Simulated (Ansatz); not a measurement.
Consider Ta2O5 (space group Pmmn, No. 59; a = 3.8384 Å, b = 12.9931 Å, c = 3.8686 Å; a cell from a computed database, its experimental status unchecked). Axes: x, y, z lie along a, b, c of the conventional cell.

The values are results of PBEsol, PAW, 420 eV (Ansatz, a first-principles code; spin-orbit coupling left out), not measurements.

It is then changed as follows: the cell is stretched by 0.79 % along y with no lateral relaxation, atoms relaxed at fixed cell.

Task: Predict the stress tensor and what it implies for the stiffness.

Result: Stress of the strained cell less that of the base (GPa, compression positive):
```
  -1.53    0.00    0.00
   0.00   -2.82    0.00
   0.00    0.00   -0.93
```

Then −Δσ_ii/ε with ε = 0.0079 gives relaxed-ion elastic constants: C22 ≈ 356 GPa, C12 ≈ 193 GPa and C23 ≈ 118 GPa.

Stability against distortions was not tested.
